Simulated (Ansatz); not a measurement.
Base system: a 24-atom supercell of SnO in the litharge type structure (space group P4/nmm, No. 129; a = 3.769 Å, c = 4.560 Å; layered, stacked along the Cartesian z axis) at its relaxed geometry.

Calculations: PBEsol-D3(BJ) (Ansatz, a first-principles code, PAW, scalar-relativistic without spin-orbit coupling), earlier PAW set.

Now apply this change: one Sn atom is replaced by Te, atoms relaxed at fixed cell, starting from a slightly rattled geometry.

Question: Predict the new shift of the substituted atom off its lattice site.

Answer: The shift of the substituted atom off its lattice site amounts to 0.37 Å.

Question: What does the calculation give for the largest displacement of a host atom from its site in the perfect cell after the change?

Answer: The largest displacement of a host atom from its site in the perfect cell amounts to 0.45 Å.

In so small a cell the defect repeats every few ångströms: this is an ordered compound, not a dilute defect. The final runs are not spin-polarised. The defect cell is not spin-polarised.
